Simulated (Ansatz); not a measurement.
The cell is built on a prototype and need not be the phase stable at ambient conditions.

The decay constant κ of evanescent states in the gap governs leakage through a thin film.

Here is the system:

```yaml
crystal:
  lattice:
    - [5.93414, 0.00000, 0.00000]
    - [0.00000, 8.39214, 0.00000]
    - [2.96707, 4.19607, 2.96707]
  atoms:
    - { symbol: Mg, position: [0.75000, 0.62500, 0.50000] }
    - { symbol: Mg, position: [0.25000, 0.12500, 0.00000] }
    - { symbol: Mg, position: [0.75000, 0.12500, 0.00000] }
    - { symbol: Mg, position: [0.25000, 0.12500, 0.50000] }
    - { symbol: Ti, position: [0.50000, 0.75000, 0.00000] }
    - { symbol: Ti, position: [0.00000, 0.50000, 0.00000] }
    - { symbol: O, position: [0.25353, 0.88030, 0.49293] }
    - { symbol: O, position: [0.74647, 0.37323, 0.00000] }
    - { symbol: O, position: [0.25353, 0.37323, 0.00000] }
    - { symbol: O, position: [0.74647, 0.37323, 0.50707] }
    - { symbol: O, position: [0.24647, 0.36970, 0.50707] }
    - { symbol: O, position: [0.75353, 0.87677, 0.00000] }
    - { symbol: O, position: [0.24647, 0.87677, 0.00000] }
    - { symbol: O, position: [0.75353, 0.87677, 0.49293] }
```

Space group of this cell: Fd-3m, spinel. The cell was relaxed by PBE-D3(BJ); by r2SCAN its mean pressure is -0.9 GPa.

Transport runs along the normal of the first two printed cell vectors.

The gap is the functional's own. No spin-orbit coupling. Mid-gap values are interpolated on the energy grid.

**Question.** Predict the band gap and the smallest decay constant κ at mid-gap from r2SCAN (Ansatz, an electronic-structure program).

**Answer.** Gap 4.98 eV on a 10×10×10 mesh; κ = 0.434 1/Å, at the zone centre.
